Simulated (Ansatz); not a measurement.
The starting structures come from a database of crystals and need not be the phases stable at ambient conditions.

 Where the default PAW files enter, the runs use the earlier of Ansatz's two default sets.

By PBEsol, the system below comes out a metal.

Without scattering a metal conducts by its projected Fermi surface.

Data:

```
CELL_PARAMETERS angstrom
      5.78357     0.00000     0.00000
      0.00000     6.29615     0.00000
      0.00000     0.00000     3.54926
ATOMIC_POSITIONS crystal
  Ge 0.18540 0.57781 0.75000
  Ge 0.81460 0.42219 0.25000
  Ge 0.31460 0.07781 0.25000
  Ge 0.68540 0.92219 0.75000
  Pd 0.00378 0.19099 0.75000
  Pd 0.99622 0.80901 0.25000
  Pd 0.49622 0.69099 0.25000
  Pd 0.50378 0.30901 0.75000
```

Space group of this cell: Pnma. The cell is taken as given; by PBEsol its mean pressure is -2.8 GPa.

The current flows along the normal of the first two printed cell vectors. No spin-orbit coupling; the value is a mean over 0.1 eV about the Fermi level.

Q: Compute, with PBEsol in Ansatz (a first-principles code), the ballistic conductance per area.

A: 0.51 × 10¹⁵ S/m² for both spins.
